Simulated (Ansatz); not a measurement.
Base system: GaSb in the zinc blende structure (space group F-43m, No. 216; a = 6.214 Å).

(Cell as relaxed with PBE.)

Levels (all Ansatz, a program for electronic structure, PAW): PBE (420 eV, no spin-orbit coupling); r2SCAN (500 eV, spin-orbit coupling left out).

Each level relaxes its own structure.

```tsv
base	PBE	r2SCAN
volume per atom	29.99 Å³	28.83 Å³
lattice parameter a	6.214 Å	6.132 Å
band gap	zero	0.41 eV
```

It is then changed as follows: the cell is scaled by 0.9792 in all directions, atoms relaxed at fixed cell.

```json
[
 {"quantity": "pressure", "PBE": "3.3 GPa", "r2SCAN": "…"},
 {"quantity": "band gap", "PBE": "0.15 eV", "r2SCAN": "…"},
 {"quantity": "energy relative to the base (free energy F)", "PBE": "+18 meV/atom", "r2SCAN": "…"}
]
```

Question: Given the PBE results, estimate those of r2SCAN.

Answer: 
- pressure, r2SCAN: 3.9 GPa
- band gap, r2SCAN: 0.83 eV
- energy relative to the base (free energy F), r2SCAN: +20 meV/atom

PBE's pressure lies 0.6 GPa below r2SCAN's; PBE's band gap lies 0.68 eV below r2SCAN's; PBE's energy relative to the base lies 2.5 meV/atom below r2SCAN's. Neither level is exact; r2SCAN is the comparison here, not a measurement.

Spin-orbit coupling, missing from the scalar runs, can matter with Sb. The cells carry an imposed strain or load. Whether these cells are dynamically stable was not tested. All final runs are without spin polarisation. The zero or small gap of GaSb can change with the level of theory.
